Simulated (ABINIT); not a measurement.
Band structure of MgH2 (P4_2/mnm, 6 atoms in the cell).

```yaml
crystal:
  lattice:
    - [4.53220, 0.00000, 0.00000]
    - [0.00000, 4.53220, 0.00000]
    - [0.00000, 0.00000, 3.02965]
  atoms:
    - { symbol: Mg, position: [0.50000, 0.50000, 0.50000] }
    - { symbol: Mg, position: [0.00000, 0.00000, 0.00000] }
    - { symbol: H, position: [0.69557, 0.69557, 0.00000] }
    - { symbol: H, position: [0.30443, 0.30443, 0.00000] }
    - { symbol: H, position: [0.80443, 0.19557, 0.50000] }
    - { symbol: H, position: [0.19557, 0.80443, 0.50000] }
```

Method of the run: PBE, PAW (JTH v2.0 PBE PAW) (plane waves; ABINIT).

Settings: pseudos = [Mg.GGA_PBE-JTH.xml, H.GGA_PBE-JTH.xml]; ecut = 30 Ha; pawecutdg = 60 Ha; pawxcdev = 0; ixc = 11; occopt = 1; ngkpt = 6 6 9; nshiftk = 1; shiftk = 0 0 0; potentials = JTH v2.0 PBE PAW; kptopt = 1; nstep = 100; toldfe1 = 1e-09 Ha.

The starting cell comes from a database of computed structures (which also holds hypothetical and non-ambient phases and stackings), without a prior relaxation at this level. Its lattice was rescaled by a random factor within 2.5 % of one.

Predict the gap along the standard path and the places of the band edges.

The gap along the path is 3.69 eV, from a point between M and Γ to a point between A and Z; the smallest direct gap on it is 4.51 eV.

Levels in eV from the top of the valence band on the SCF mesh, bands 9 to 15:
| point | 9 | 10 | 11 | 12 | 13 | 14 | 15 |
|---|---|---|---|---|---|---|---|
| Γ | -6.36 | -1.43 | -1.43 | -0.44 | 4.75 | 4.97 | 9.10 |
| X | -4.76 | -4.76 | -0.50 | -0.50 | 5.31 | 5.31 | 10.01 |
| M | -3.71 | -3.71 | -2.68 | -2.68 | 8.96 | 8.96 | 9.11 |
| Z | -2.97 | -2.97 | -0.08 | -0.08 | 6.23 | 6.23 | 6.78 |
| R | -2.24 | -2.24 | -1.07 | -1.07 | 5.14 | 5.14 | 6.76 |
| A | -1.86 | -1.86 | -0.93 | -0.93 | 3.81 | 3.81 | 4.18 |
